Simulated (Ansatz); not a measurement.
Stishovite (SiO2) was calculated with PBE0 in Ansatz (PAW).

Numerical settings: plane-wave cutoff 460 eV, 6×6×8 k mesh (along the axes of the cell as run), Fermi–Dirac smearing 0.01 eV, scalar-relativistic PAW data made under PBE.

The cell has the measured lattice parameters. Conventional cell: a = 4.1790 Å, b = 4.1790 Å, c = 2.6649 Å, α = 90.00°, β = 90.00°, γ = 90.00°.

```xyz
6
Lattice="4.1790 0.0000 0.0000 0.0000 4.1790 0.0000 0.0000 0.0000 2.6649" Properties=species:S:1:pos:R:3 pbc="T T T"
Si     0.0000     0.0000     0.0000
Si     2.0895     2.0895     1.3324
O      1.2773     1.2773     0.0000
O      3.3668     0.8122     1.3324
O      0.8122     3.3668     1.3324
O      2.9017     2.9017     0.0000
```

List the 20 lowest band energies at Γ above −25 eV (eV, relative to the valence band maximum), grouping those that round alike.

At Γ: -24.23, -20.43 (×2), -20.12, -11.45, -6.71 (×2), -6.68, -5.51, -5.15, -3.07 (×2), -2.39, -0.83 (×2), 0.00, 8.50, 9.54, 11.42 (×2).

Note: the run warned that its exchange threshold was loose for the stress; cell and atoms aren't relaxed at this level (largest force component 0.08 eV/Å, pressure -0.7 GPa).

Ansatz is an electronic-structure program.
